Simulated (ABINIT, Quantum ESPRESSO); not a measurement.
A Quantum ESPRESSO input for a self-consistent single point of KI (Fm-3m, 2 atoms in the cell) (DFT, PBE, spin-orbit coupling, plane waves, PseudoDojo fully relativistic norm-conserving (PBE) pseudopotentials):

```fortran
&control
    calculation = 'scf'
    prefix = 'pwscf'
    outdir = './tmp/'
    pseudo_dir = './'
    verbosity = 'high'
    tprnfor = .true.
    tstress = .true.
/
&system
    ibrav = 0
    celldm(1) = 9.44720377
    nat = 2
    ntyp = 2
    ecutwfc = 75
    occupations = 'smearing'
    smearing = 'fd'
    degauss = 0.0036749
    noncolin = .true.
    lspinorb = .true.
/
&electrons
    conv_thr = 1e-10
    mixing_beta = 0.5
/
ATOMIC_SPECIES
K     39.0983  K.upf
I    126.9045  I.upf
CELL_PARAMETERS alat
   0.00000000     0.70710678     0.70710678
   0.70710678     0.00000000     0.70710678
   0.70710678     0.70710678     0.00000000
ATOMIC_POSITIONS crystal
K     0.00000000    0.00000000    0.00000000
I     0.50000000    0.50000000    0.50000000
K_POINTS automatic
4 4 4  0 0 0
```

Question: Translate this input to ABINIT.

Answer: This is the input that was run; spellings and numerical settings could be chosen otherwise.

```
# KI, PseudoDojo nc-fr-04 PBE standard
pp_dirpath "./"
pseudos "K.upf, I.upf"
acell 3*1.0 Angstrom
rprim
         0.0000000000    3.5350000000    3.5350000000
         3.5350000000    0.0000000000    3.5350000000
         3.5350000000    3.5350000000   -0.0000000000
natom 2
ntypat 2
znucl 19 53
typat 1 2
xred
         0.0000000000    0.0000000000    0.0000000000
         0.5000000000    0.5000000000    0.5000000000
ecut 37 Ha
ixc 11
nspinor 2
nspden 1
occopt 3
tsmear 0.00183747
nband 28
kptopt 1
ngkpt 4 4 4
nshiftk 1
shiftk 0 0 0
nstep 50
tolvrs 1.0e-11
prtwf 0
prtden 0
```

Basis settings and potentials, where a program has them, do not carry over. This input uses DFT, PBE, spin-orbit coupling, plane waves, norm-conserving pseudopotentials (PseudoDojo nc-fr-04 PBE standard). Both were run: pressure 0.58 GPa in Quantum ESPRESSO and 0.58 in ABINIT; gap on the mesh 3.637 eV in Quantum ESPRESSO and 3.637 in ABINIT.

On Quantum ESPRESSO: the starting cell has typed, rounded lattice constants, without a prior relaxation at this level.

On ABINIT: the starting cell has typed, rounded lattice constants, without a prior relaxation at this level.
